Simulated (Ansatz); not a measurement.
The reference is WSe2 (space group P6_3/mmc, No. 194; a = 3.2305 Å, c = 12.4111 Å; layered, stacked along the Cartesian z axis).

All numbers come from Kohn–Sham DFT with the PBEsol-D3(BJ) functional, run in Ansatz (an electronic-structure program) with PAW and 420 eV plane waves, no spin-orbit coupling.

For the base:

| Quantity | Value |
|---|---|
| Valence-band top at Γ | 0.00, -0.78, -1.48 eV |
| Hole mass | 1.5 mₑ along c, 0.60 mₑ across (at Γ) |

One thing is altered: every lattice vector is stretched by 1.20 %; the atoms relax in the strained cell.

**Question.** What happens to the valence-band top at Γ, hole mass and mean gap deformation potential ΔEg/Δln V?

**Answer.** The valence-band top at Γ (three highest levels, from the VBM) goes from 0.00, -0.78, -1.48 eV to 0.00, -0.85, -1.31 eV; the hole mass changes from 1.5 mₑ along c, 0.60 mₑ across (at Γ) to 1.5 mₑ along c, 0.61 mₑ across (at Γ); the mean gap deformation potential ΔEg/Δln V comes out as +2.3 eV.

Spin-orbit coupling, missing from the scalar runs, can matter with W. Effective masses come from finite differences of ±0.01 Å⁻¹. Whether these cells are dynamically stable was not tested.
